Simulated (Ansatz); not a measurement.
Take SiO$_{2}$ (space group P3_121, No. 152; a = 4.949 Å, c = 5.442 Å) as the base.

The values are results of PBEsol (Ansatz, an electronic-structure program, PAW, no spin-orbit coupling), not measurements.

Base values:

The lattice parameter a comes out as 4.949 Å.

Modification: cell and atoms relaxed at a pressure of 50 GPa.

Question: What does the calculation give for the lattice parameter a after the change?

Answer: The lattice parameter a drops by 0.874 Å, from 4.949 Å to 4.075 Å.

Load acts through the strain it causes; cell and atoms are relaxed under it. Stability against distortions was not tested. No other phases were tried under pressure.
